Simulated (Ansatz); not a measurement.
The starting structures come from a database of crystals and need not be the phases stable at ambient conditions.

Given:

```
AlGaAs2
1.0
    4.01132     0.00000     0.00000
   -2.00566     3.47391     0.00000
    2.00566     1.15797     6.54588
Al Ga As
1 1 2
Direct
  0.00048   0.00024   0.99928
  0.99973   0.49986   0.50041
  0.75031   0.87516   0.37453
  0.74945   0.37472   0.87583
```

Space group of this cell: R3m. The cell is taken as given.

The current runs along the normal of the first two printed vectors, the (001) plane. All runs by Ansatz (a program for electronic structure), plane waves and PAW, without spin-orbit coupling; the base is r2SCAN.

| run | mean pressure (GPa) | gap (eV) | mid-gap κ (1/Å) |
|---|---|---|---|
| base | 0.1 | 1.34 | 0.087 |
| all lengths scaled by 0.98 | 5.2 | 1.65 | 0.107 |
| all lengths scaled by 1.02 | -3.8 | 0.97 | 0.065 |
| lda in place of r2scan | -2.0 | 0.69 | 0.050 |
| lengths across the current scaled by 0.98, ions clamped | 3.4 | [?] | [?] |
| lengths across the current scaled by 1.02, ions clamped | -2.6 | 1.01 | 0.071 |
| lengths along the current scaled by 0.97, ions clamped | 2.6 | 1.32 | 0.096 |
| lengths along the current scaled by 1.03, ions clamped | -1.9 | [?] | [?] |
| pbesol in place of r2scan | -0.1 | [?] | [?] |

Fill in the missing entries.


- lengths across the current scaled by 0.98, ions clamped, gap (eV): 1.57
- lengths across the current scaled by 0.98, ions clamped, mid-gap κ (1/Å): 0.100
- lengths along the current scaled by 1.03, ions clamped, gap (eV): 1.19
- lengths along the current scaled by 1.03, ions clamped, mid-gap κ (1/Å): 0.077
- pbesol in place of r2scan, gap (eV): 0.81
- pbesol in place of r2scan, mid-gap κ (1/Å): 0.058
